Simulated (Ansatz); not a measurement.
B_Si+V_C in metastable 2H silicon carbide: one set of geometries, relaxed with PBE, evaluated in Ansatz (PAW, plane waves to 420 eV, 500 eV under r2SCAN) with PBE, r2SCAN.

Set-up: 96-site cell; 2×2×2 shifted k-points; start: the Si site; C 1.89 Å away; charged states image-corrected; not converged in cell size; relaxed from one start, so a lower configuration may exist; flagged in the runs: a host whose relaxation on this sampling wasn't shown to rest.

| quantity | PBE | r2SCAN |
|---|---|---|
| host gap (eV) | 2.31 | ___ |
| ε(+1/0) above the VBM (eV) | 1.55 | ___ |
| neutral formation energy against alpha boron, graphite, silicon (eV) | 4.29 | ___ |
| largest moment on one atom at charge 0 (μB) | 0.09 | ___ |

### Question
Given the lower rungs, what does r2SCAN give?

### Answer

- host gap (eV), r2SCAN: 2.68
- ε(+1/0) above the VBM (eV), r2SCAN: 1.70
- neutral formation energy against alpha boron, graphite, silicon (eV), r2SCAN: 4.94
- largest moment on one atom at charge 0 (μB), r2SCAN: 0.10

Ansatz is a first-principles code.
